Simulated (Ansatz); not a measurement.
**Carrier properties of GaN (P6_3mc)**

Consider the following.

```
CELL_PARAMETERS angstrom
      3.21348     0.00000     0.00000
     -1.60674     2.78295     0.00000
      0.00000     0.00000     5.16109
ATOMIC_POSITIONS crystal
  Ga 0.33333 0.66667 0.99800
  Ga 0.66667 0.33333 0.49800
  N  0.33333 0.66667 0.37700
  N  0.66667 0.33333 0.87700
```

Level of theory: PBE with spin-orbit coupling, rigid bands (plane waves, PAW; Ansatz, a first-principles code). Condition of this run: biaxial stress in the c plane of -4 GPa (compression positive) (the target of the relaxation). Cell: cell and atoms relaxed with PBEsol, then loaded as said.

The band gap is 1.84 eV. The electron conductivity mass (300 K, dilute) comes out as 0.181 (x), 0.181 (y), 0.168 (z) mₑ and the hole conductivity mass (300 K, dilute) is 1.80 (x), 1.80 (y), 0.80 (z) mₑ. The effective density of states N_c (300 K) comes out as 1.8e18 cm⁻³, the effective density of states N_v (300 K) is 5.0e19 cm⁻³ and the density-of-states mass, electrons comes out as 0.175 mₑ. The density-of-states mass, holes is 1.59 mₑ and the Seebeck coefficient, n-type 1e19 cm⁻³, 300 K is -103 μV/K. The best n-type power factor at 300 K for τ = 10 fs (best axis; densities from 1e16 to 1e21 cm⁻³ tried, whether or not they can be reached) is 1.68 μW/(cm·K²) at 1e19 cm⁻³, the Seebeck coefficient, p-type 1e19 cm⁻³, 300 K comes out as 399 μV/K and the best p-type power factor at 300 K for τ = 10 fs (best axis; densities from 1e16 to 1e21 cm⁻³ tried, whether or not they can be reached) comes out as 12.4 μW/(cm·K²) at 3e20 cm⁻³.

Rigid bands; masses and Seebeck coefficients take one relaxation time τ for all states and one kind of carrier; polarons and phonon drag are left out. Geometry: cell and atoms relaxed with PBEsol.
